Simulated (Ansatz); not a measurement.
System: Ir-vacancy pair (Ir on one host Ru site, one Ru site vacant) in hcp Ru (neutral cell). The step: direct exchange of Ir with the vacancy (Ir-vacancy distance between ideal sites 2.72 Å throughout); the atom moves 2.73 Å along (-1.00, 0.00, 0.00) of the unit cell; the moving atom starts with neighbours 4 Ru at 2.67, 2 Ru at 2.67, Ru at 2.71, 2 Ru at 2.72, Ru at 2.73, Ru at 2.75 Å and ends with 4 Ru at 2.67, 2 Ru at 2.67, Ru at 2.71, 2 Ru at 2.72, Ru at 2.73, Ru at 2.75 Å. DFT values are from Ansatz (plane-wave PAW, 420 eV unless said) in a cell of 36 host sites, spin-restricted, static, with no finite-size correction. Forms of the defect that were not tried may lie lower. For the PBE band: the saddle point's order was not checked, and it lies on a symmetry element of the cell, where a band can be held.

| Level | Forward barrier (eV) | Cost of the band or of the saddle's single point |
|---|---|---|
| CHGNet universal potential (has no charge state), its own band | 0.67 | - |
| PBE, a 2×2×2 k-point mesh shifted by half a step along c, band relaxed | 2.51 | very roughly 50 core-minutes |
| PBE, a 4×4×4 k-point mesh shifted by half a step along c, same geometries | 2.34 | very roughly 12 core-minutes |
| r2SCAN at 500 eV, a 2×2×2 k-point mesh shifted by half a step along c, same geometries | 2.54 | about 5 core-minutes (a rough figure) |

Ansatz is a first-principles code.
